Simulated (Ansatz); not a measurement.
We consider WO3 (P4/ncc, No. 130, 16 atoms in the cell; start mp-18773; a measured phase of this formula has another space group), described by PBEsol (Ansatz, a program for electronic structure, PAW).

Settings: plane-wave cutoff 520 eV, 6×6×4 k mesh (along the axes of the cell as run), Fermi–Dirac smearing 0.01 eV, no spin polarisation, scalar-relativistic PAW data made under PBE.

Cell (relaxed at this level):

```xyz
16
Lattice="5.2492 0.0000 0.0000 0.0000 5.2492 0.0000 0.0000 0.0000 7.8693" Properties=species:S:1:pos:R:3 pbc="T T T"
W      0.0000     2.6246     1.7078
W      2.6246     0.0000     2.2268
W      2.6246     0.0000     6.1615
W      0.0000     2.6246     5.6424
O      1.5218     1.5218     5.9019
O      1.1028     4.1464     5.9019
O      3.7274     3.7274     5.9019
O      4.1464     1.1028     5.9019
O      1.1028     1.1028     1.9673
O      1.5218     3.7274     1.9673
O      4.1464     4.1464     1.9673
O      3.7274     1.5218     1.9673
O      0.0000     2.6246     7.8226
O      2.6246     0.0000     3.9813
O      2.6246     0.0000     0.0467
O      0.0000     2.6246     3.8880
```

Estimate the band gap and smallest direct gap on the k points sampled that the calculation returns.


* **band gap**: 1.04 eV
* **smallest direct gap on the k points sampled**: 1.07 eV

Spin–orbit coupling is not included.

Computed values are for the static lattice.

It cost roughly 60 core-seconds of CPU time.

A start named mp-… is a Materials Project structure, which need not be a measured phase.
